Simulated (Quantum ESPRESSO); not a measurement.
**Pressure against volume in fcc Sr (space group 225) (Quantum ESPRESSO, PBE)**

```xyz
1
Lattice="0.0000 2.9326 2.9326 2.9326 0.0000 2.9326 2.9326 2.9326 0.0000" Properties=species:S:1:pos:R:3 pbc="T T T"
Sr     0.0000     0.0000     0.0000
```

Method of the run: PBE, PSlibrary PAW (PBE) pseudopotentials (plane waves; Quantum ESPRESSO). Settings: ecutwfc = 58 Ry; ecutrho = 406 Ry; occupations = smearing; smearing = fermi-dirac; degauss = 0.0036749 Ry; potentials = {Sr: Sr.pbe-spn-kjpaw_psl.1.0.0.UPF}; K_POINTS = automatic 26 26 26 0 0 0; conv_thr = 1e-10 Ry. The cell above is the first row's. The rows scale it uniformly. In all rows the k mesh is held.

| V (Å^3/atom) | P (GPa) |
|---|---|
| 50.4404 | ? |
| 51.5369 | 0.73 |
| 52.6335 | 0.44 |
| 53.7300 | 0.18 |
| 54.8265 | -0.06 |
| 55.9230 | -0.28 |
| 57.0196 | -0.49 |
| 58.1161 | -0.67 |
| 59.2126 | -0.84 |

The 8 complete rows are fitted with a cubic, P against V. With u = V - 55.4, the rows have u = -3.8631, -2.7665, -1.6700, -0.5735, 0.5230, 1.6196, 2.7161, 3.8126. Least squares gives P = -0.180 - 0.2015·u + 0.00806·u² - 0.000172·u³. Residuals (row less fit): 0.001, -0.003, 0.000, 0.002, 0.003, -0.004, 0.001, 0.001; standard error 0.003 (degrees of freedom: 4). The fitted pressure is zero at V0 = 54.54, where dP/dV = -0.2158, so B0 = -V0·dP/dV = 11.8 GPa.

Estimate the missing P (V = 50.4404); what did the run itself give?

u = -4.9596, so P = -0.180 - 0.2015 × (-4.9596) + 0.00806 × (-4.9596)² - 0.000172 × (-4.9596)³ = 1.039 GPa. The calculation gives 1.05 GPa, 0.011 GPa above the prediction (0.6 % of the range of P in the table). The row lies outside the fitted rows, so this is an extrapolation. From the scatter of the fitted rows alone, a prediction at this place has a standard error of 0.009 GPa, so the miss is 1.3 times that.

Carrying the step between the two nearest rows on in a straight line would have given 1.02, off by 0.03; series whose last step already gives the withheld value aren't shown. The reference cell has the volume at which an earlier scan in this program and functional put its minimum by a fit. Cutoffs and mesh are single choices, not tested for convergence of this quantity. Series with a scatter that would blur these digits, or in which a gap closes, are not shown.
